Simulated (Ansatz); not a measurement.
Cell of CaF2-ML on MoTe2 (MoTe2 trigonal-prismatic (1H); facing atoms over hollows or bridges; CaF2-ML a predicted or substrate-bound sheet, here free; layers strained to one cell), with its geometry taken from a PBE+D3(BJ) run:

```yaml
crystal:
  lattice:
    - [3.50361, 0.00000, 0.00000]
    - [-1.75181, 3.03422, 0.00000]
    - [0.00000, 0.00000, 26.62000]
  atoms:
    - { symbol: Te, position: [0.66667, 0.33333, 0.33916] }
    - { symbol: Mo, position: [0.33333, 0.66667, 0.40743] }
    - { symbol: Te, position: [0.66667, 0.33333, 0.47549] }
    - { symbol: F, position: [0.00000, 0.00000, 0.58743] }
    - { symbol: Ca, position: [0.33333, 0.66667, 0.62479] }
    - { symbol: F, position: [0.66667, 0.33333, 0.66262] }
```

The numbers are results of HSE06 (plane waves to 420 eV, PAW; Ansatz, an electronic-structure program), not measurements. Spin–orbit coupling is left out; the runs are not spin-polarised. Its k-point mesh 9×9×1, Fermi–Dirac width 0.01 eV. HSE06 ran on meshes of its own (9×9×1); its edges and gaps are taken over the mesh and over extra points off it, mostly where PBE has its edges. A dipole correction is on.

**Question.** Give the plane-averaged electrostatic potential energy of an electron along the normal (the smooth PAW potential), about its mean over the cell, from 5 Å under the lowest atom to 5 Å over the highest.

**Answer.** (z (Å), V (eV)): (4.141, 3.42); (4.289, 3.42); (4.437, 3.42); (4.585, 3.42); (4.732, 3.42); (4.880, 3.42); (5.028, 3.42); (5.176, 3.42); (5.324, 3.42); (5.472, 3.42); (5.768, 3.41); (5.916, 3.41); (6.063, 3.40); (6.211, 3.39); (6.359, 3.38); (6.507, 3.36); (6.655, 3.33); (6.803, 3.29); (6.951, 3.22); (7.099, 3.12); (7.247, 2.97); (7.394, 2.73); (7.542, 2.37); (7.690, 1.83); (7.838, 1.01); (7.986, -0.32); (8.134, -2.26); (8.282, -4.01); (8.430, -4.79); (8.578, -4.37); (8.873, -1.72); (9.021, -1.12); (9.169, -1.70); (9.317, -3.19); (9.465, -4.84); (9.613, -5.95); (9.761, -6.22); (9.909, -6.07); (10.056, -6.47); (10.204, -8.15); (10.352, -10.63); (10.500, -13.10); (10.648, -15.00); (10.796, -15.95); (10.944, -15.76); (11.092, -14.48); (11.240, -12.35); (11.387, -9.81); (11.535, -7.51); (11.683, -6.29); (11.979, -6.25); (12.127, -5.67); (12.275, -4.29); (12.423, -2.60); (12.571, -1.36); (12.718, -1.22); (12.866, -2.18); (13.014, -3.62); (13.162, -4.66); (13.310, -4.66); (13.458, -3.48); (13.606, -1.55); (13.754, 0.20); (13.902, 1.30); (14.049, 1.97); (14.197, 2.41); (14.345, 2.65); (14.493, 2.75); (14.641, 2.69); (14.789, 2.50); (15.085, 0.42); (15.233, -1.66); (15.380, -3.62); (15.528, -5.26); (15.676, -6.50); (15.824, -7.58); (15.972, -8.48); (16.120, -9.34); (16.268, -10.13); (16.416, -11.28); (16.564, -12.19); (16.711, -12.15); (16.859, -11.15); (17.007, -9.93); (17.155, -9.11); (17.303, -8.26); (17.451, -7.40); (17.599, -6.36); (17.747, -5.14); (17.895, -3.51); (18.190, 0.54); (18.338, 2.14); (18.486, 2.71); (18.634, 2.98); (18.782, 3.16); (18.930, 3.25); (19.078, 3.31); (19.226, 3.34); (19.373, 3.36); (19.521, 3.37); (19.669, 3.37); (19.817, 3.38); (19.965, 3.38); (20.113, 3.38); (20.261, 3.38); (20.409, 3.38); (20.557, 3.38); (20.704, 3.38); (20.852, 3.38); (21.000, 3.38); (21.296, 3.38); (21.444, 3.38); (21.592, 3.38); (21.740, 3.38); (21.888, 3.38); (22.035, 3.38); (22.183, 3.38); (22.331, 3.38); (22.479, 3.38); (22.627, 3.38)
